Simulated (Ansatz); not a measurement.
Rutile MgH₂, treated with PBEsol (Ansatz, an electronic-structure program, PAW).

A relaxed, unreconstructed slab of the (110) face has 24 atoms, two equal faces of 19.040 Å² each and an energy of -15549.8637 eV. A bulk cell of 12 atoms with the same orientation and in-plane k mesh has -7775.5852 eV. Energies are extrapolated to zero smearing.

Run with plane-wave cutoff 500 eV, 10×4×1 k mesh (along the axes of the cell as run), gaussian smearing 0.02 eV, scalar-relativistic PAW data made under PBE.

Worked out: γ = (E_slab − N E_bulk per atom)/2A = [-15549.8637 − 24 × (-7775.5852/12)]/(2 × 19.040) = 0.0343 eV/Å². With 16.022 J/m² per eV/Å² this is 0.55 J/m², or 0.65 eV per surface cell and face.
